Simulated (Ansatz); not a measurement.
TiC: uniaxial strain ε_yy = −0.51 %

Consider TiC in the rock salt structure (space group Fm-3m, No. 225; a = 4.329 Å; relaxed with 0.1 eV smearing). Axes: x, y, z lie along the cube axes.

The change: the cell is compressed by 0.51 % along y with no lateral relaxation, atoms relaxed at fixed cell.

Level of theory: plane-wave PAW DFT at the r2SCAN level (Ansatz, a program for electronic structure, 500 eV), without spin-orbit coupling, earlier PAW set. Settings: 23×23×23 k-points, 0.1 eV Fermi–Dirac smearing.

The volume per atom shrinks by 0.05 Å³, from 10.14 Å³ to 10.09 Å³ and the space group goes from Fm-3m (No. 225) to I4/mmm (No. 139). The shortest interatomic distance shrinks by 0.011 Å (2.164 Å → 2.153 Å) and the energy increases by 0.4 meV/atom. The pressure (mean of the normal stresses, compression positive) goes from zero to 1.4 GPa and the band gap remains zero. The stress (xx, yy, zz, yz, xz, xy; compression positive) is (0.7, 2.8, 0.7, 0.0, 0.0, 0.0) GPa.

No phonon test of stability was made. The final runs are not spin-polarised.
